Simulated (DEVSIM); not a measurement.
Structure: illuminated Si n-on-p cell, one wavelength, with a back-surface field, at 250 K.

```tsv
layer (left to right)	material	thickness (μm)	Nd (cm⁻³)	Na (cm⁻³)	τn (s)	τp (s)	absorption coefficient (cm⁻¹)
1	Si	0.930	4.5e18	-	6.9e-6	2.3e-7	2000
2	Si	76.0	-	1.3e15	7.3e-6	7.3e-6	2000
3	Si	0.120	-	3.4e18	7.3e-6	7.3e-6	2000
```

Left contact: ohmic, minority hole recombination velocity 8e5 cm/s. Right contact: ohmic, minority electron recombination velocity 1e5 cm/s. Voltage is applied to the left contact. Recombination: SRH at mid-gap, radiative, Auger. Light enters at the left, 4.4e17 photons cm⁻² s⁻¹, one pass, no reflection. Mobility is constant in doping.

This is a model device: material constants are rounded textbook-type values typed into the input, and sizes, dopings and lifetimes were drawn at random. Values at 300 K; Nc and Nv go as T^1.5, mobilities as T to minus their exponent, the gap by Varshni's rule with the affinity fixed.

```tsv
parameter	Si
gap (eV)	1.124
affinity (eV)	4.05
permittivity	11.7
Nc (cm⁻³)	2.86e19
Nv (cm⁻³)	3.1e19
μn (cm²/Vs)	1417
μp (cm²/Vs)	470
T exponent of μn	2.3
T exponent of μp	2.2
B (cm³/s)	4.7e-15
Cn (cm⁶/s)	2.8e-31
Cp (cm⁶/s)	9.9e-32
Varshni α (eV/K)	0.000473
Varshni β (K)	636
```

Model (solved in DEVSIM): 1D drift-diffusion, Boltzmann statistics, complete ionisation; no tunnelling, impact ionisation, image-force lowering or self-heating.

Q: Tabulate band edges, carrier densities and field at zero bias, in the dark.

A: Energies count from the Fermi level of the right contact; mesh points crowd at the junctions.

```json
[
 {"x (μm)": "0.000", "Ec (eV)": "0.034", "Ev (eV)": "-1.102", "n (cm⁻³)": "4.5e18", "p (cm⁻³)": "< 1e2", "field (V/cm)": "≈ 0"},
 {"x (μm)": "0.04396", "Ec (eV)": "0.034", "Ev (eV)": "-1.102", "n (cm⁻³)": "4.5e18", "p (cm⁻³)": "< 1e2", "field (V/cm)": "≈ 0"},
 {"x (μm)": "0.1569", "Ec (eV)": "0.034", "Ev (eV)": "-1.102", "n (cm⁻³)": "4.5e18", "p (cm⁻³)": "< 1e2", "field (V/cm)": "≈ 0"},
 {"x (μm)": "0.4650", "Ec (eV)": "0.034", "Ev (eV)": "-1.102", "n (cm⁻³)": "4.5e18", "p (cm⁻³)": "< 1e2", "field (V/cm)": "≈ 0"},
 {"x (μm)": "0.8287", "Ec (eV)": "0.034", "Ev (eV)": "-1.102", "n (cm⁻³)": "4.5e18", "p (cm⁻³)": "< 1e2", "field (V/cm)": "≈ 0"},
 {"x (μm)": "0.9072", "Ec (eV)": "0.034", "Ev (eV)": "-1.102", "n (cm⁻³)": "4.5e18", "p (cm⁻³)": "< 1e2", "field (V/cm)": "≈ 0"},
 {"x (μm)": "0.9406", "Ec (eV)": "0.114", "Ev (eV)": "-1.022", "n (cm⁻³)": "1.1e17", "p (cm⁻³)": "< 1e2", "field (V/cm)": "32000"},
 {"x (μm)": "1.045", "Ec (eV)": "0.302", "Ev (eV)": "-0.834", "n (cm⁻³)": "1.8e13", "p (cm⁻³)": "370", "field (V/cm)": "16000"},
 {"x (μm)": "1.307", "Ec (eV)": "0.641", "Ev (eV)": "-0.495", "n (cm⁻³)": "2600000", "p (cm⁻³)": "2.4e9", "field (V/cm)": "10000"},
 {"x (μm)": "2.064", "Ec (eV)": "0.924", "Ev (eV)": "-0.213", "n (cm⁻³)": "< 1e2", "p (cm⁻³)": "1.2e15", "field (V/cm)": "130"},
 {"x (μm)": "4.250", "Ec (eV)": "0.925", "Ev (eV)": "-0.211", "n (cm⁻³)": "< 1e2", "p (cm⁻³)": "1.3e15", "field (V/cm)": "≈ 0"},
 {"x (μm)": "14.29", "Ec (eV)": "0.925", "Ev (eV)": "-0.211", "n (cm⁻³)": "< 1e2", "p (cm⁻³)": "1.3e15", "field (V/cm)": "≈ 0"},
 {"x (μm)": "38.93", "Ec (eV)": "0.925", "Ev (eV)": "-0.211", "n (cm⁻³)": "< 1e2", "p (cm⁻³)": "1.3e15", "field (V/cm)": "≈ 0"},
 {"x (μm)": "63.24", "Ec (eV)": "0.925", "Ev (eV)": "-0.211", "n (cm⁻³)": "< 1e2", "p (cm⁻³)": "1.3e15", "field (V/cm)": "≈ 0"},
 {"x (μm)": "73.67", "Ec (eV)": "0.925", "Ev (eV)": "-0.211", "n (cm⁻³)": "< 1e2", "p (cm⁻³)": "1.3e15", "field (V/cm)": "≈ 0"},
 {"x (μm)": "75.77", "Ec (eV)": "0.925", "Ev (eV)": "-0.211", "n (cm⁻³)": "< 1e2", "p (cm⁻³)": "1.3e15", "field (V/cm)": "≈ 0"},
 {"x (μm)": "76.54", "Ec (eV)": "0.926", "Ev (eV)": "-0.210", "n (cm⁻³)": "< 1e2", "p (cm⁻³)": "1.4e15", "field (V/cm)": "120"},
 {"x (μm)": "76.81", "Ec (eV)": "0.944", "Ev (eV)": "-0.192", "n (cm⁻³)": "< 1e2", "p (cm⁻³)": "3.2e15", "field (V/cm)": "2200"},
 {"x (μm)": "76.92", "Ec (eV)": "1.021", "Ev (eV)": "-0.115", "n (cm⁻³)": "< 1e2", "p (cm⁻³)": "1.1e17", "field (V/cm)": "27000"},
 {"x (μm)": "76.95", "Ec (eV)": "1.094", "Ev (eV)": "-0.042", "n (cm⁻³)": "< 1e2", "p (cm⁻³)": "3.4e18", "field (V/cm)": "≈ 0"},
 {"x (μm)": "77.00", "Ec (eV)": "1.094", "Ev (eV)": "-0.042", "n (cm⁻³)": "< 1e2", "p (cm⁻³)": "3.4e18", "field (V/cm)": "≈ 0"},
 {"x (μm)": "77.05", "Ec (eV)": "1.094", "Ev (eV)": "-0.042", "n (cm⁻³)": "< 1e2", "p (cm⁻³)": "3.4e18", "field (V/cm)": "≈ 0"}
]
```
